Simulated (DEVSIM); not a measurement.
System: Ru/Al2O3/p-Ge capacitor, at 300 K.

Layer 1 from the left is Al2O3, thickness (nm) 2.90. Layer 2 from the left is Ge, thickness (nm) 3500, Na (cm⁻³) 2.9e16.

Metal gate on the left, work function 4.7 eV. Fixed charge at the semiconductor interface -2.9e10 cm⁻² (in units of +e); interface traps 1e10 cm⁻² eV⁻¹, uniform in energy, neutral level at 0.3 of the gap above the valence band.

The device is made up for the run: typed textbook-type constants, with dimensions and the other settings drawn at random. Values at 300 K.

Al2O3: gap (eV) 6.8, affinity (eV) 1.35, permittivity 9. Ge: gap (eV) 0.664, affinity (eV) 4, permittivity 16, Nc (cm⁻³) 1.04e19, Nv (cm⁻³) 6e18.

Simulated with DEVSIM: 1D Poisson equation in equilibrium, Boltzmann statistics, complete ionisation; no quantum confinement or tunnelling. Metal contacts follow the ideal Schottky-Mott rule: no Fermi-level pinning, no interface dipoles.

Task: What does the simulation give for the flat-band voltage, the minimum of the low-frequency capacitance, the threshold voltage (band bending 2φF)?

Result: flat-band voltage 0.18 V; minimum of the low-frequency capacitance 0.112 μF/cm²; threshold voltage (band bending 2φF) 0.58 V.
